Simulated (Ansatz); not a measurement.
Effect of biaxial strain −4.45 %, plane normal [001], relaxed out of plane on Al2O3

The parent structure is Al2O3 in the corundum structure (space group R-3c, No. 167; a = 4.8080 Å, c = 13.1216 Å (hexagonal axes)). Axes: x lies along a and z along c of the hexagonal cell.

The change: compressive biaxial strain of 4.45 % in the plane normal to [001], as in epitaxy on a mismatched substrate; the out-of-plane cell vector and the atoms relax.

The values are results of PBE (Ansatz, a first-principles code), no spin-orbit coupling, earlier PAW set, not measurements. Γ-centred 8×8×8 mesh, Fermi–Dirac width 0.05 eV.

The volume per atom drops by 0.59 Å³ (8.76 Å³ → 8.17 Å³) and the shortest interatomic distance shrinks by 0.047 Å (1.874 Å → 1.827 Å). The energy increases by 65 meV/atom and the pressure (mean of the normal stresses, compression positive) goes up by 189.9 kbar (0.1 kbar → 190.0 kbar). The band gap grows by 0.686 eV, from 5.86 eV to 6.54 eV and the gap character remains direct at Γ. The width of the top valence band grows by 0.13 eV to 0.73 eV and the electron mass becomes 0.36 mₑ out of plane, 0.43 mₑ in plane (at Γ) (base: 0.38 mₑ along c, 0.37 mₑ across (at Γ)). The valence-band top at Γ (three highest levels, from the VBM) changes from 0.00, -0.03, -0.03 eV to 0.00, 0.00, -0.53 eV and the out-of-plane strain comes out as +2.19 %. The ratio −ε⊥/ε∥ amounts to 0.49 and the mean in-plane stress (compression positive) comes out as +28.5 GPa.

Final structure (turned so that z lies along the plane normal):

```
CELL_PARAMETERS angstrom
      4.59402     0.00000     0.00000
      2.29701     3.97854     0.00000
      2.29701    -1.32618     4.46964
ATOMIC_POSITIONS crystal
  Al 0.30084 0.34958 0.04874
  Al 0.69916 0.15042 0.45126
  Al 0.69916 0.65042 0.95126
  Al 0.30084 0.84958 0.54874
  O  0.80908 0.94092 0.75000
  O  0.50000 0.55908 0.75000
  O  0.19092 0.25000 0.75000
  O  0.19092 0.05908 0.25000
  O  0.50000 0.44092 0.25000
  O  0.80908 0.75000 0.25000
```

Masses are band curvatures over ±0.01 Å⁻¹ around the edge. Whether these cells are dynamically stable was not tested.
